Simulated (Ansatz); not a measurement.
Start from PbTe in the zinc blende structure (space group F-43m, No. 216; a hypothetical phase, not in the database extracts checked).

```yaml
crystal:
  lattice:
    - [0.00000, 3.64220, 3.64220]
    - [3.64220, 0.00000, 3.64220]
    - [3.64220, 3.64220, 0.00000]
  atoms:
    - { symbol: Te, position: [0.75000, 0.75000, 0.75000] }
    - { symbol: Pb, position: [0.00000, 0.00000, 0.00000] }
```

Levels (all Ansatz, a program for electronic structure, PAW): r2SCAN (500 eV, no spin-orbit coupling); HSE06+SOC (420 eV, with spin-orbit coupling).

The geometry is relaxed with r2SCAN.

```
Property          Result
---------------  -------
r2SCAN band gap  0.75 eV
```

With HSE06+SOC at the same geometry, the band gap falls by 0.24 eV, from 0.75 eV to 0.51 eV.

Single points use the geometry relaxed with r2SCAN. The hybrid gap comes from the SCF mesh plus the semilocal run's edge points and a few special points and is an upper bound. The spin-orbit shifts are approximate. Spin-orbit coupling, missing from the scalar runs, can matter with Pb and Te. Whether these cells are dynamically stable was not tested.
